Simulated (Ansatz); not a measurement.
## The (0001) surface of hcp Zr, clean 1x1 (bottom of the slab: a bare face, its two planes held)

The numbers are results of PBE (plane waves to 420 eV, PAW; Ansatz, an electronic-structure program), not measurements.

Set-up: 6 atoms, 12.9 Å thick at the start; mesh 13x13x1; 0.1 eV smearing; dipole correction on; 2 atoms held, the rest relaxed; held to the start's symmetry, so lower structures may exist; no spin, no spin-orbit, no U.

```yaml
work_function_of_the_top_face: 4.18 eV
energy_released_by_relaxation: 0.040 eV
cost: around 70 core-seconds (rough)
```
